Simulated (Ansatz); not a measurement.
# Effect of biaxial strain −1.39 %, plane normal [001], relaxed out of plane on HfSi2

The parent structure is HfSi$_{2}$ (space group Cmcm, No. 63; a = 3.6503 Å, b = 14.3497 Å, c = 3.6352 Å). Axes: x, y, z lie along a, b, c of the conventional cell.

One thing is altered: compressive biaxial strain of 1.39 % in the plane normal to [001], as in epitaxy on a mismatched substrate; the out-of-plane cell vector and the atoms relax.

Method: PBEsol (Ansatz, a program for electronic structure, PAW, no spin-orbit coupling). Γ-centred 13×13×13 mesh, Fermi–Dirac width 0.05 eV.

| quantity | base | changed | shift |
|---|---|---|---|
| volume per atom | 15.87 Å³ | 15.57 Å³ | -0.30 Å³ |
| space group | Cmcm (No. 63) | Cmcm (No. 63) | – |
| shortest interatomic distance | 4.558 bohr | 4.565 bohr | +0.007 bohr |
| energy relative to the base (free energy F) | 0 meV/atom | +4.9 meV/atom | +4.9 meV/atom |
| pressure (mean of the normal stresses, compression positive) | 0.0 GPa | 2.4 GPa | +2.4 GPa |
| band gap | zero | zero | – |
| out-of-plane strain (rough) | – | +0.90 % | – |
| mean in-plane stress (compression positive) (rough) | – | +3.6 GPa | – |

Final structure (turned so that z lies along the plane normal):

```xyz
6
Lattice="3.5995 0.0000 0.0000 1.7998 7.0751 0.0000 0.0000 0.0000 3.6680" Properties=species:S:1:pos:R:3 pbc="T T T"
Si     3.5995     0.7862     2.7510
Si     1.7998     6.2890     0.9170
Si     1.7998     3.5301     2.7510
Si     3.5995     3.5450     0.9170
Hf     3.5995     5.6006     2.7510
Hf     1.7998     1.4745     0.9170
```

Without a gap, meshes like the base's 13×13×13 leave anisotropic stresses uncertain by several tenths of a GPa, and small strain energies with them. Stability against distortions was not tested. All final runs are without spin polarisation.
